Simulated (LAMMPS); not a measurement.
Pressure dependence of GaN (wurtzite) at 1620 K, from the crystal.

Model: classical MD, pair style sw, file GaN.sw (LAMMPS).

```
P (GPa)                                state                    volume  coordination number of Ga by N
-------  -----------------------------------  ------------------------  ------------------------------
0        crystal; no diffusion seen in 30 ps  11.7611 ± 0.0005 Å³/atom        4.00 (counted to 2.58 Å)
2        crystal; no diffusion seen in 30 ps  11.6538 ± 0.0003 Å³/atom        4.00 (counted to 2.58 Å)
5        crystal; no diffusion seen in 30 ps  11.5000 ± 0.0003 Å³/atom        4.00 (counted to 2.54 Å)
```

Caution (rows 2; 5): a run this short can hold a crystal over, or a liquid under, the potential's own melting point, which these runs don't give.

Estimate the isothermal bulk modulus at zero pressure. A parabola P(ln V) through the three points gives −dP/d ln V = 210 GPa at zero pressure.

States go by the mean squared displacement: a species diffuses where it passes 1.5 Å², still rises and gives D over 1e-6 cm²/s; a crystal has left its structure where atoms lie 0.35 Å off their sites on average or a cubic box changes its shape by 3 %, or the axial ratios of another lie 8 % off the starting cell's, which the potential's own relaxation can also do.

Errors shown are sampling errors alone.
